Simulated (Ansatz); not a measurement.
The reference is CuI in the zinc blende structure (space group F-43m, No. 216).

```
CELL_PARAMETERS angstrom
      0.00000     2.96966     2.96966
      2.96966     0.00000     2.96966
      2.96966     2.96966     0.00000
ATOMIC_POSITIONS crystal
  Cu 0.00000 0.00000 0.00000
  I  0.25000 0.25000 0.25000
```

Cartesian axes are those of the cell as printed.

All numbers come from DFT with PBEsol, PAW potentials and a 420 eV plane-wave cutoff in Ansatz (a quantum-chemistry and plane-wave program), spin-orbit coupling left out.

For the base:

- Pressure = 0.00 GPa

Modification: biaxial strain +0.83 %, plane normal [111], relaxed out of plane (Cartesian); in-plane vectors clamped, the third vector and the atoms free.

Q: What does the calculation give for the pressure after the change?

A: The pressure (mean of the normal stresses, compression positive) goes from zero to -0.48 GPa.

Q: What happens to the energy relative to the base?

A: The energy increases by 1.0 meV/atom.

Whether these cells are dynamically stable was not tested. All final runs are without spin polarisation.
